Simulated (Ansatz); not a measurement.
# (Ti,Mo)Si2 alloys, TiSi2 (C54) type start, 24-atom cells

Cells and atoms relaxed. Order is of the mixed sites (0 random, negative unlike neighbours favoured); cells of high symmetry are ordered arrangements. Sheared cells and those that changed their type are left out. Enthalpies are against end members in the TiSi2 (C54) type type. The TiSi2 (C54) type type need not be the stable form of every end member, so that mixing against the stable forms can cost more.

The numbers are results of PBE (plane waves to 420 eV, PAW; Ansatz, a first-principles code), not measurements. No spin–orbit coupling; the runs are not spin-polarised.

| site fractions | space group | order in the first shell | volume (Å³/atom) | mixing enthalpy (meV a site of the first mixed sublattice) |
|---|---|---|---|---|
| (1) Ti 0.125, Mo 0.875 | I222 | -0.14 | 13.66 | 9 |
| (2) Ti 0.250, Mo 0.750 | P-1 | 0.00 | 13.74 | -1 |
| (3) Ti 0.500, Mo 0.500 | I2_12_12_1 | 0.00 | 13.86 | -14 |
| (4) Ti 0.500, Mo 0.500 | F222 | -1.00 | 13.86 | (withheld) |
| (5) Ti 0.500, Mo 0.500 | I2_12_12_1 | 0.00 | 13.86 | -16 |
| (6) Ti 0.750, Mo 0.250 | P-1 | 0.00 | 13.98 | -29 |
| (7) Ti 0.875, Mo 0.125 | I222 | -0.14 | 14.06 | -36 |

Question: Complete the blanks.

Answer: 
- (4) Ti 0.500, Mo 0.500, mixing enthalpy (meV a site of the first mixed sublattice): -56
